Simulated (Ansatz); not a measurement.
The starting structures come from a database of crystals and need not be the phases stable at ambient conditions.

Tunnelling through a barrier is set by its complex band structure: the current falls as exp(−2κd) with the smallest κ.

Consider the following.

```xyz
5
Lattice="7.9386 0.0000 0.0000 0.0000 10.0049 0.0000 3.9693 3.3350 2.2917" Properties=species:S:1:pos:R:3 pbc="T T T"
Cs     0.0000     9.9919     0.0000
Ge     0.0000     5.2318     0.0000
Br     3.9693     9.8729     0.1063
Br     1.8926     6.5379     1.0927
Br     6.0460     6.5379     1.0927
```

Space group of this cell: R3m. The cell is taken as given.

Transport runs along the normal of the first two printed cell vectors, the (100) plane of the conventional cell.

No gap correction and no spin-orbit coupling; mid-gap values are interpolated between computed energies.

### Question
Compute, with Ansatz (a program for electronic structure) with r2SCAN, the band gap and the smallest decay constant κ at mid-gap.

### Answer
Gap 1.49 eV on a 14×14×14 mesh; κ = 0.130 1/Å, at (0.000, 0.500) of the in-plane reciprocal vectors. At the zone centre, at the nearest computed energy, the slowest state has κ = 0.21 1/Å.
